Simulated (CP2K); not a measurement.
CP2K run on ZrTi (P1, 2 atoms in the cell): self-consistent single point.

Method: LDA (Pade form), GPW, TZVP-MOLOPT-SR-GTH basis, GTH-PADE potentials (GTH_POTENTIALS) run with CP2K 2026.2.

The change in words: lattice scaled by 0.98. Reference geometry:
```yaml
crystal:
  lattice:
    - [3.11193, 0.00000, 0.00000]
    - [0.00000, 3.11193, 0.00000]
    - [0.00000, 0.00000, 4.19777]
  atoms:
    - { symbol: Zr, position: [0.50218, 0.50043, 0.51664] }
    - { symbol: Ti, position: [0.99782, 0.99957, 0.98336] }
```

Reference input (self-consistent single point, DFT LDA (Pade form), GPW, TZVP-MOLOPT-SR-GTH basis, GTH-PADE potentials (GTH_POTENTIALS)): CUTOFF = 600 Ry; REL_CUTOFF = 50 Ry; SMEAR/METHOD = GAUSSIAN; SIGMA = 0.1 eV; KPOINTS/SCHEME = MONKHORST-PACK 8 8 6; GAMMA_CENTERED = T; XC_FUNCTIONAL = PADE; Zr/BASIS_SET = TZVP-MOLOPT-SR-GTH-q12; Zr/POTENTIAL = GTH-PADE-q12; Ti/BASIS_SET = TZVP-MOLOPT-SR-GTH-q12; Ti/POTENTIAL = GTH-PADE-q12; METHOD = GPW. This run's input differs from it in these lines:

```diff
@@ -64,3 +64,3 @@
     &CELL
-      ABC 3.11193000 3.11193000 4.19777000
+      ABC 3.04969100 3.04969100 4.11381500
       ALPHA_BETA_GAMMA 90.00000000 90.00000000 90.00000000
@@ -69,4 +69,4 @@
     &COORD
-      Zr       1.56274901     1.55731247     2.16873589
-      Ti      -0.00678401    -0.00134747    -0.06985089
+      Zr       1.53149383     1.52616602     2.12536138
+      Ti      -0.00664833    -0.00132052    -0.06845388
     &END COORD
```

Log, with long lists cut:

```
 SCF WAVEFUNCTION OPTIMIZATION

  Step     Update method      Time    Convergence         Total energy    Change
     1 NoMix/Diag. 0.30E+00      -     1.89627279      -106.1497124181 -1.06E+02
     2 Broy./Diag. 0.30E+00      -     0.07346696      -106.8451976070 -6.95E-01
     3 Broy./Diag. 0.30E+00      -     0.02514786      -106.0470568355  7.98E-01
     4 Broy./Diag. 0.30E+00      -     0.03537556      -105.5440174688  5.03E-01
     5 Broy./Diag. 0.30E+00      -     0.01300594      -105.3858488184  1.58E-01
     6 Broy./Diag. 0.30E+00      -     0.00774107      -105.3251678825  6.07E-02
   [... 5 lines left out ...]
    12 Broy./Diag. 0.30E+00      -     0.00002337      -105.3632939923  5.92E-04
    13 Broy./Diag. 0.30E+00      -     0.00000127      -105.3632818945  1.21E-05
    14 Broy./Diag. 0.30E+00      -     0.00000231      -105.3632867328 -4.84E-06
    15 Broy./Diag. 0.30E+00      -     0.00000031      -105.3632939132 -7.18E-06
  *** SCF run converged in    15 steps ***

  Overlap energy of the core charge distribution:               0.00000000000000
  Self energy of the core charge distribution:               -193.32812157403521
  Core Hamiltonian energy:                                     46.34001785120596
  Hartree energy:                                              54.72320007678623
  Exchange-correlation energy:                                -13.09788051720514
  Smearing free energy correction:                             -0.00050974972488
  Fermi energy:                                                 0.42510065541566

  Total energy:                                              -105.36329391317211
  Total energy (extrapolated to sigma->0):                   -105.36303903830968

   [... lines left out ...]

 STRESS| Analytical stress tensor [bar]
 STRESS|                        x                   y                   z
 STRESS|      x       -5.41496085234E+03   2.73519100750E+01   2.08430766433E+01
 STRESS|      y        2.73519100750E+01  -5.42211805718E+03   3.59280093043E+00
 STRESS|      z        2.08430766433E+01   3.59280093043E+00  -1.36126539821E+04
 STRESS| 1/3 Trace                                            -8.14991096386E+03
```

The run converged in 15 iterations. Against the reference run the free energy falls by 28.7 meV/atom, the pressure goes from -6.60 to -0.81 GPa and the largest force goes from 0.563 to 0.753 eV/Å.

The starting cell comes from a database of computed structures (which also holds hypothetical and non-ambient phases and stackings), without a prior relaxation at this level. Its atoms were displaced at random from the sites of space group no. 123. For this run, on top of that: lattice scaled by 0.98. Spin polarisation is off. Values carry the incompleteness of an atom-centred basis.

Cost on one core of a shared machine: roughly 3 min.
